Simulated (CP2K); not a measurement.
A self-consistent single point of TaGe2 (P1, 3 atoms in the cell) with CP2K.

Method: CP2K with PBEsol, GPW, DZVP-MOLOPT-SR-GTH basis, GTH-PBE potentials (GTH_POTENTIALS).

```yaml
crystal:
  lattice:
    - [4.73750, 0.00000, 0.00000]
    - [2.36592, 4.10442, 0.00000]
    - [-3.55171, -2.05221, 2.37016]
  atoms:
    - { symbol: Ta, position: [0.99812, 0.99758, 0.99620] }
    - { symbol: Ge, position: [0.33688, 0.34507, 0.00375] }
    - { symbol: Ge, position: [0.66500, 0.65735, 0.00006] }
```

Reference input (self-consistent single point, DFT PBEsol, GPW, DZVP-MOLOPT-SR-GTH basis, GTH-PBE potentials (GTH_POTENTIALS)): CUTOFF = 500 Ry; REL_CUTOFF = 50 Ry; SMEAR/METHOD = MARZARI_VANDERBILT; SIGMA = 0.272 eV; KPOINTS/SCHEME = MONKHORST-PACK 7 7 9; XC_FUNCTIONAL = PBE:PBESOL; Ta/BASIS_SET = DZVP-MOLOPT-SR-GTH-q13; Ta/POTENTIAL = GTH-PBE-q13; Ge/BASIS_SET = DZVP-MOLOPT-SR-GTH-q4; Ge/POTENTIAL = GTH-PBE-q4; METHOD = GPW; EPS_DEFAULT = 1e-10. This run's input differs from it in these lines:

```diff
@@ -35,3 +35,3 @@
         METHOD MARZARI_VANDERBILT
-        SIGMA [eV] 0.272
+        SIGMA [eV] 0.05
       &END SMEAR
```

Output (repeated stretches shortened):

```
 SCF WAVEFUNCTION OPTIMIZATION

  Step     Update method      Time    Convergence         Total energy    Change
     1 NoMix/Diag. 0.20E+00      -     1.85206229       -66.7974813866 -6.68E+01
     2 Broy./Diag. 0.20E+00      -     0.01529345       -66.6215753176  1.76E-01
     3 Broy./Diag. 0.20E+00      -     0.03240915       -66.2341054330  3.87E-01
     4 Broy./Diag. 0.20E+00      -     0.01489413       -66.0148263509  2.19E-01
     5 Broy./Diag. 0.20E+00      -     0.00102358       -66.0234680064 -8.64E-03
     6 Broy./Diag. 0.20E+00      -     0.00213356       -66.0155007612  7.97E-03
   [... 2 lines left out ...]
     9 Broy./Diag. 0.20E+00      -     0.00000452       -66.0199266933 -5.76E-04
    10 Broy./Diag. 0.20E+00      -     0.00000853       -66.0198792204  4.75E-05
    11 Broy./Diag. 0.20E+00      -     0.00000284       -66.0198679665  1.13E-05
    12 Broy./Diag. 0.20E+00      -     0.00000068       -66.0198639608  4.01E-06
  *** SCF run converged in    12 steps ***

  Overlap energy of the core charge distribution:               0.00000000286242
  Self energy of the core charge distribution:               -103.39676441920665
  Core Hamiltonian energy:                                     22.79640572779010
  Hartree energy:                                              23.85965728999859
  Exchange-correlation energy:                                 -9.27916298001894
  Smearing free energy correction:                              0.00000041775007
  Fermi energy:                                                 0.38988875527310

  Total energy:                                               -66.01986396080333

                     Mulliken Population Analysis

 #  Atom  Element  Kind  Atomic population                           Net charge
   [... lines left out ...]

 STRESS| Analytical stress tensor [bar]
 STRESS|                        x                   y                   z
 STRESS|      x        1.48294712019E+05   4.04152379692E+04   1.57538703678E+03
 STRESS|      y        4.04152379692E+04   1.08045979070E+05   1.32186709225E+03
 STRESS|      z        1.57538703678E+03   1.32186709225E+03   9.87819280853E+04
 STRESS| 1/3 Trace                                             1.18374206391E+05
```

The run converged in 12 iterations. Against the reference run the free energy stays essentially unchanged (within 1 meV/atom), the pressure stays near 11.84 GPa while the zz stress (positive for compression) goes from 9.52 to 9.88 GPa and the largest force moves little (0.550 to 0.551 eV/Å).

The starting cell was generated: these elements placed on a structure prototype, without a prior relaxation; it need not be a known phase or ordering of this composition. Its atoms were displaced at random from the sites of space group no. 139. Spin polarisation is off. Values carry the incompleteness of an atom-centred basis. The potentials were made for another functional than the one used. With a pressure of about 12 GPa the cell is away from its equilibrium volume at this level.

Cost on one core of a shared machine: roughly 2 min.
